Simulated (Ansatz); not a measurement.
# GaN: response to strain

The parent structure is GaN in the zinc blende structure (space group F-43m, No. 216; a = 4.498 Å). Axes: x, y, z lie along the cube axes.

Strains are applied to the cell and any free atomic positions relax.

Computed with DFT with PBEsol, PAW potentials and a 420 eV plane-wave cutoff in Ansatz (a quantum-chemistry and plane-wave program), spin-orbit coupling left out.

| variant | volume per atom | band gap |
|---|---|---|
| base | 11.38 Å³ | 1.70 eV |
| tensor shear ε_xy = +1.14 % | 11.37 Å³ | 1.61 eV |
| tensor shear ε_xy = +0.57 % | 11.38 Å³ | 1.66 eV |
| tensor shear ε_xy = +1.71 % | 11.37 Å³ | 1.56 eV |
| tensor shear ε_xy = +2.00 % | 11.37 Å³ | 1.53 eV |
| tensor shear ε_xy = +0.29 % | 11.38 Å³ | 1.68 eV |
| tensor shear ε_xy = +0.86 % | 11.38 Å³ | 1.64 eV |

Stability against distortions was not tested. This is not the structure that GaN has at room temperature and ambient pressure.
